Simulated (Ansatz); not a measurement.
The parent structure is MoS2 (space group P6_3/mmc, No. 194; a = 3.149 Å, c = 12.089 Å; layered, stacked along the Cartesian z axis). Axes: x lies along a and z along c of the hexagonal cell.

The values are results of Kohn–Sham DFT with the PBE-D3(BJ) functional, run in Ansatz (a program for electronic structure) with PAW and 420 eV plane waves, scalar-relativistic without spin-orbit coupling, not measurements.

It is then changed as follows: uniaxial strain ε_zz = −1.80 %, all other strain components held at zero; the atoms relax in the strained cell.

Q: Predict the stress tensor and what it implies for the stiffness.

A: Stress of the strained cell less that of the base (GPa, compression positive):
```
   0.23    0.00    0.00
   0.00    0.23    0.00
   0.00    0.00    1.35
```

Then −Δσ_ii/ε with ε = -0.0180 gives secant stiffness values (nonlinear terms included at this strain): C33 ≈ 75 GPa.

Whether these cells are dynamically stable was not tested.
